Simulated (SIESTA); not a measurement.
SIESTA run on MgV4O10 (P-1, 15 atoms in the cell): self-consistent single point.

Method of the run: GGA PBEsol, numerical atomic orbitals SZ, PseudoDojo PBEsol standard norm-conserving potentials (rewritten from UPF to PSML) run with SIESTA.

```yaml
crystal:
  lattice:
    - [5.06757, 0.00000, 0.00000]
    - [-0.95163, 5.28344, 0.00000]
    - [-2.38662, -2.09674, 7.18874]
  atoms:
    - { symbol: Mg, position: [0.50000, 0.00000, 0.50000] }
    - { symbol: V, position: [0.66095, 0.59409, 0.70544], spin: 2.0 }
    - { symbol: V, position: [0.33905, 0.40591, 0.29456], spin: 2.0 }
    - { symbol: V, position: [0.83462, 0.77547, 0.18396] }
    - { symbol: V, position: [0.16538, 0.22453, 0.81604] }
    - { symbol: O, position: [0.64165, 0.35127, 0.45274] }
    - { symbol: O, position: [0.35835, 0.64873, 0.54726] }
    - { symbol: O, position: [0.88778, 0.94064, 0.68518] }
    - { symbol: O, position: [0.11222, 0.05936, 0.31482] }
    - { symbol: O, position: [0.30742, 0.22941, 0.04824] }
    - { symbol: O, position: [0.69258, 0.77059, 0.95176] }
    - { symbol: O, position: [0.55703, 0.74754, 0.28038] }
    - { symbol: O, position: [0.44297, 0.25246, 0.71962] }
    - { symbol: O, position: [0.02103, 0.48741, 0.80125] }
    - { symbol: O, position: [0.97897, 0.51259, 0.19875] }
```
(The spins are starting values, not results.)

Reference input (self-consistent single point, DFT, GGA PBEsol, numerical atomic orbitals DZP, PseudoDojo PBEsol standard norm-conserving potentials (rewritten from UPF to PSML)): XC.functional = GGA; XC.authors = PBEsol; potentials = PseudoDojo PBEsol standard; PAO.BasisSize = DZP; PAO.EnergyShift = 0.01 Ry; MeshCutoff = 300 Ry; kgrid.MonkhorstPack = 5 4 3; OccupationFunction = MP; OccupationMPOrder = 0; ElectronicTemperature = 10 meV; Spin = polarized; MaxSCFIterations = 150. This run's input differs from it in these lines:

```diff
@@ -38,3 +38,3 @@
 XC.authors                   PBEsol
-PAO.BasisSize                DZP
+PAO.BasisSize                SZ
 PAO.EnergyShift              0.01 Ry
```

Output, abridged:

```
        iscf     Eharris(eV)        E_KS(eV)     FreeEng(eV)     dDmax    Ef(eV) dHmax(eV)
   scf:    1   -13856.057871   -14033.502738   -14033.503064  0.952699 -2.541088 22.795912
     spin moment: {S} , |S| = {        0.0        0.0    2.00000 }     2.00000
   scf:    2   -14109.630560   -14075.049208   -14075.049464  0.076367 -3.613476 12.741823
     spin moment: {S} , |S| = {        0.0        0.0    2.00000 }     2.00000
   scf:    3   -14055.820464   -14098.372583   -14098.372691  0.248521 -5.184411 11.876700
     spin moment: {S} , |S| = {        0.0        0.0    2.00000 }     2.00000
   [... lines left out ...]
     spin moment: {S} , |S| = {        0.0        0.0    2.00000 }     2.00000
   scf:   26   -14109.231321   -14109.231321   -14109.231455  0.000013 -3.747060  0.001018
     spin moment: {S} , |S| = {        0.0        0.0    2.00000 }     2.00000
   scf:   27   -14109.231321   -14109.231321   -14109.231455  0.000011 -3.747040  0.000933
     spin moment: {S} , |S| = {        0.0        0.0    2.00000 }     2.00000
   scf:   28   -14109.231321   -14109.231321   -14109.231455  0.000010 -3.747020  0.000857
     spin moment: {S} , |S| = {        0.0        0.0    2.00000 }     2.00000
SCF Convergence by DM+H criterion
max |DM_out - DM_in|         :     0.0000096132
max |H_out - H_in|      (eV) :     0.0008571697
SCF cycle converged after 28 iterations

Using DM_out to compute the final energy and forces

siesta: E_KS(eV) =           -14109.2313

siesta: E_KS - E_eggbox =    -14109.2313

siesta: Atomic forces (eV/Ang):
     1    0.000000    0.000000    0.000000
     2   -0.281797   -0.012179    0.599533
     3    0.281797    0.012179   -0.599533
     4   -0.032478   -0.103563    0.079639
     5    0.032478    0.103563   -0.079639
     6   -1.814047    0.503190    0.051332
     7    1.814047   -0.503190   -0.051332
     8   -0.359247    0.245357    0.466937
     9    0.359247   -0.245357   -0.466937
    10   -0.730704    0.848117    0.697190
    11    0.730704   -0.848117   -0.697190
   [... lines left out ...]
siesta: FreeEng =    -14109.231455
siesta: Cell volume =        192.472984 Ang**3
siesta:        -195.26199243       -172.03400650  kBar
   [... lines left out ...]
     8    -0.639728    6.639728   -0.012078  O
     9    -0.639728    6.639728   -0.012078  O
    10    -0.542046    6.542046   -0.037893  O
    11    -0.542046    6.542046   -0.037893  O
    12    -0.662181    6.662181   -0.011916  O
    13    -0.662181    6.662181   -0.011916  O
    14    -0.539856    6.539856   -0.027745  O
    15    -0.539856    6.539856   -0.027745  O
 Total    -0.000000                2.000000
```

The run converged in 28 iterations. Against the reference run the pressure goes from -10.55 to -19.53 GPa, the largest force goes from 0.956 to 1.883 eV/Å and the size of the net moment stays at 0.13 μB/atom.

The starting cell comes from a database of computed structures (which also holds hypothetical and non-ambient phases and stackings), without a prior relaxation at this level. The magnetic order is the one reached from the typed start; others were not searched systematically. Values carry the incompleteness of an atom-centred basis. Forces in this geometry exceed 1 eV/Å.

Cost on one core of a shared machine: roughly 30 s.
